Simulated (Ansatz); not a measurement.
PtGe₂ (model structure, started from the C49 type, Cmcm, No. 63, 6 atoms in the cell): properties by level of theory

```tsv
level (code)	volume per atom (Å³/atom)	formation enthalpy (eV/atom)
PBE (Ansatz)	17.60	-0.064
PBEsol (Ansatz)	16.71	-0.099
PBE-D3(BJ) (Ansatz)	16.78	-0.095
```

Ansatz's density-functional and Hartree–Fock values are scalar-relativistic unless marked +SOC, with PAW data made under PBE.

The computed numbers hold no vibrational or temperature effects.

A model structure was made by putting elements into a prototype or built by hand; it is no filed structure, need not be a known phase, and can be a saddle point held by its symmetry.

Ansatz is a quantum-chemistry and plane-wave program.
